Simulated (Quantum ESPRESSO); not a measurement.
## Sensitivity of a calculation on Ta2SiNi3 (P6_3/mmc, 12 atoms in the cell) to its settings

```cif
data_Ni6Si2Ta4
_chemical_formula_sum 'Ta4 Si2 Ni6'
_space_group_name_H-M_alt 'P 1'
_space_group_IT_number 1
_cell_length_a 4.85296
_cell_length_b 4.85296
_cell_length_c 7.66935
_cell_angle_alpha 90.000
_cell_angle_beta 90.000
_cell_angle_gamma 120.000
loop_
_space_group_symop_operation_xyz
  'x, y, z'
loop_
_atom_site_label
_atom_site_type_symbol
_atom_site_fract_x
_atom_site_fract_y
_atom_site_fract_z
_atom_site_occupancy
Ta1 Ta 0.66667 0.33333 0.44238 1
Ta2 Ta 0.33333 0.66667 0.55762 1
Ta3 Ta 0.33333 0.66667 0.94238 1
Ta4 Ta 0.66667 0.33333 0.05762 1
Si1 Si 0.00000 0.00000 0.50000 1
Si2 Si 0.00000 0.00000 0.00000 1
Ni1 Ni 0.16848 0.33695 0.25000 1
Ni2 Ni 0.83152 0.66305 0.75000 1
Ni3 Ni 0.83152 0.16848 0.75000 1
Ni4 Ni 0.16848 0.83152 0.25000 1
Ni5 Ni 0.66305 0.83152 0.25000 1
Ni6 Ni 0.33695 0.16848 0.75000 1
```

Base run A: Quantum ESPRESSO with LDA (PZ), PSlibrary PAW (LDA) pseudopotentials, self-consistent single point.

Its settings: ecutwfc = 50 Ry; ecutrho = 300 Ry; occupations = smearing; smearing = methfessel-paxton; degauss = 0.0073499 Ry; K_POINTS = automatic 4 4 3 0 0 0; conv_thr = 1e-10 Ry; mixing_beta = 0.4.

The starting cell comes from a database of computed structures (which also holds hypothetical and non-ambient phases and stackings), without a prior relaxation at this level. Spin polarisation is off. In the base run, with a pressure of about -14 GPa the cell is away from its equilibrium volume at this level.

ΔF is the free energy per atom less that of run A. 

Runs:
- B: K_POINTS: automatic 4 4 3 0 0 0 → automatic 5 5 3 0 0 0
- C: parallel starting moments (0 0 0 0 0 0 0.5 0.5 0.5 0.5 0.5 0.5 μB); nspin: default → 2
- D: conv_thr: 1e-10 Ry → 0.00073 Ry
- E: degauss: 0.0073499 Ry → 0.0036749 Ry
- F: degauss: 0.0073499 Ry → 0.000734986 Ry
- G: ecutwfc: 50 Ry → 30 Ry; ecutrho: 300 Ry → 180 Ry
- H: mixing_beta: 0.4 → 0.5; mixing_mode: default → TF
- I: mixing_beta: 0.4 → 0.9
- J: mixing_ndim: default → 20

```
run  ΔF (meV/atom)  pressure (GPa)  largest force (eV/Å)  k-points
---  -------------  --------------  --------------------  --------
A             0.00          -14.27                 0.210         8
B             0.55          -14.29                 0.158        10
C             0.00          -14.27                 0.210         8
D             0.13          -12.16                 0.223         8
E             0.23          -14.27                 0.215         8
F             0.57          -14.29                 0.217         8
G            260.4          -31.24                 0.189         8
H             0.00          -14.27                 0.210         8
I             0.00          -14.27                 0.210         8
J             0.00          -14.27                 0.210         8
```

Run F against A: The free energy is nearly the same (within 1 meV/atom), the pressure moves little (-14.27 to -14.29 GPa) and the largest force goes from 0.210 to 0.217 eV/Å.

Run D against A: The free energy is nearly the same (within 1 meV/atom), the pressure goes from -14.27 to -12.16 GPa and the largest force goes from 0.210 to 0.223 eV/Å.

Run I against A: The free energy is nearly the same (within 1 meV/atom), the pressure stays at -14.27 GPa and the largest force stays at 0.210 eV/Å.
